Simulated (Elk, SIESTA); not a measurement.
A SIESTA input for a self-consistent single point of SrAg3Pd2 (P6/mmm, 6 atoms in the cell) (DFT, GGA PBEsol, numerical atomic orbitals DZP, PseudoDojo PBEsol standard norm-conserving potentials (rewritten from UPF to PSML)):

```
# files in the folder: Sr.psml Ag.psml Pd.psml (PseudoDojo PBEsol standard)
SystemName  SrAg3Pd2
SystemLabel SrAg3Pd2

NumberOfAtoms                6
NumberOfSpecies              3
%block ChemicalSpeciesLabel
  1 38 Sr
  2 47 Ag
  3 46 Pd
%endblock ChemicalSpeciesLabel
LatticeConstant              1.0 Bohr
%block LatticeVectors
    10.275589893    0.000000000    0.000000000
    -5.137794947    8.898922522    0.000000000
     0.000000000    0.000000000    8.437697066
%endblock LatticeVectors
AtomicCoordinatesFormat      Ang
%block AtomicCoordinatesAndAtomicSpecies
     0.000000000    0.000000000    0.000000000  1
     2.718804000    0.000000000    2.232518500  2
     1.359402000    2.354553500    2.232518500  2
    -1.359402000    2.354553500    2.232518500  2
    -0.000002719    3.139406236    0.000000000  3
     2.718806719    1.569700764    0.000000000  3
%endblock AtomicCoordinatesAndAtomicSpecies

XC.functional                GGA
XC.authors                   PBEsol
PAO.BasisSize                DZP
PAO.EnergyShift              0.005 Ry
MeshCutoff                   400 Ry
%block kgrid.MonkhorstPack
    6   0   0  0.0
    0   6   0  0.0
    0   0   6  0.0
%endblock kgrid.MonkhorstPack
OccupationFunction           MP
OccupationMPOrder            0
ElectronicTemperature        200.0 meV

MaxSCFIterations             150
SCF.Mixer.Method             Broyden
SCF.Mixer.Weight             0.25
SCF.Mixer.History            6
SCF.DM.Tolerance             1.0E-05
Diag.ParallelOverK           true
WriteForces                  true
Charge.Mulliken              end
```

Task: Write the same calculation as an input for Elk.

Result: This is the input that was run; spellings and numerical settings could be chosen otherwise.

```
tasks
  0

xctype
  22

rgkmax
  8.0

gmaxvr
  16.0

nxlo
  2

lorbcnd
  .true.

rmtscf
  0.95

lmaxi
  2

stype
  0

swidth
  0.00734986

maxscl
  100

avec
   10.2755902599   -0.0000000851    0.0000000000
   -5.1377950562    8.8989222465    0.0000000000
    0.0000000000    0.0000000000    8.4376970663

sppath
  'species/'

atoms
  3
  'Sr.in'
  1
  0.0000000000  0.0000000000  0.0000000000    0.0 0.0 0.0
  'Ag.in'
  3
  0.5000000000  0.0000000000  0.5000000000    0.0 0.0 0.0
  0.5000000000  0.5000000000  0.5000000000    0.0 0.0 0.0
  0.0000000000  0.5000000000  0.5000000000    0.0 0.0 0.0
  'Pd.in'
  2
  0.3333333333  0.6666666667  0.0000000000    0.0 0.0 0.0
  0.6666666667  0.3333333333  0.0000000000    0.0 0.0 0.0

ngridk
  6 6 6
```

Basis, cutoffs, solver keys and any potentials are the target program's own. This input uses DFT, PBEsol, all-electron FP-LAPW, Elk's shipped species files, APW+lo basis with extra local orbitals.

The starting cell comes from a database of computed structures (which also holds hypothetical and non-ambient phases and stackings), without a prior relaxation at this level. For this run, on top of that: lattice scaled by 0.98.
